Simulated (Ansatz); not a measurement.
A computed series for ZrC: response to strain

Base system: ZrC in the rock salt structure (space group Fm-3m, No. 225; a = 4.669 Å; relaxed with 0.1 eV smearing). Axes: x, y, z lie along the cube axes.

Strains are applied to the cell and any free atomic positions relax; under biaxial strain the out-of-plane vector relaxes too.

Calculations: PBEsol (Ansatz, a program for electronic structure; PAW; 420 eV plane waves; no SOC).

Notes on the quantities. energy relative to the base: free energy F.

| biaxial strain, plane normal [001], relaxed out of plane (%) | energy relative to the base (meV/atom) |
|---|---|
| 0 | 0.0 |
| 0.5 | 1.1 |
| 1 | ? |
| 1.5 | 9.5 |
| 2 | 16.5 |
| 2.5 | 25.4 |
| 3 | 35.9 |

### Question
Fit ΔE = Aε² + Bε³ (ε in %) to the rows shown and predict the withheld row.

### Answer
Least squares on the printed values gives A = 4.43 and B = -0.15 meV/atom (largest residual 0.0 meV/atom); this predicts 4.3 meV/atom, and the run gives 4.3 meV/atom, in agreement.

Whether these cells are dynamically stable was not tested. The final runs are not spin-polarised.
